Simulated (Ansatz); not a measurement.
Data:

```
KBr
1.0
    4.70035     0.00000     0.00000
    0.00000     4.70035     0.00000
    2.35018    -2.35018     3.26255
K Br
1 1
Direct
  0.00000   0.00000   0.00000
  0.50000   0.50000   0.00000
```

No spin polarisation.

Method: PBEsol/PAW in Ansatz (an electronic-structure program), scalar-relativistic without spin-orbit coupling. Settings: 9×9×9 k-points, 0.05 eV Fermi–Dirac smearing.

### Question
Predict the gap character, in-plane stress and band gap.

### Answer
- Gap character: direct at Γ
- Mean in-plane stress (compression positive): -0.5 GPa
- Band gap: 4.27 eV

The cells carry an imposed strain or load. Stability against distortions was not tested. The cell was made from KBr in the rock salt structure (space group Fm-3m, No. 225) by this change: biaxial strain +1.50 %, plane normal [001], relaxed out of plane.
